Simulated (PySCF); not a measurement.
PySCF 2.14.0, unrestricted BP86/def2-svp, df: [c]1cc[nH]n1, charge 0, multiplicity 2, 8 atoms. The geometry is a generated start, not checked to be a minimum at this level.

```json
{
 "task": "energy",
 "method": "bp86",
 "basis": "def2-svp",
 "two_electron_scheme": "density fitting",
 "mol.max_memory": "3000 MB",
 "mf.max_cycle": "100",
 "mf.init_guess": "minao (default)",
 "mf.DIIS": "CDIIS (default)",
 "mf.diis_space": "8 (default)",
 "mf.conv_tol": "1e-09 (default)",
 "mf.grids.level": "3 (default)",
 "basis_functions": "85",
 "grid_points": "99584"
}
```

```xyz
8

C      0.4795    -1.3086     0.5142
N     -0.8137    -1.2238     0.4911
N     -1.0724     0.0011     0.0105
C      0.0687     0.6717    -0.2654
C      1.1240    -0.1606     0.0516
H     -2.0223     0.3202    -0.1062
H      0.0646     1.6689    -0.6603
H      2.1717     0.0312    -0.0355
```

Charge 0 and multiplicity 2 are set for this test and not shown to be the ground state.

One run each on 2 threads, 1 BLAS thread. Values of level_shift (Hartree) tried: 0 (default), 0.1, 0.3, 1.

**Question.** Which value of level_shift (Hartree) needs the fewest Fock builds, and what happens away from it?

**Answer.** Fewest Fock builds, within one of each other: 0 (default) with 15, 0.1 with 16. The count rises to 51 at 1. All converge to one solution.

```tsv
level_shift (Hartree)	Fock builds	end
0 (default)	15	same solution
0.1	16	same solution
0.3	21	same solution
1	51	same solution
```
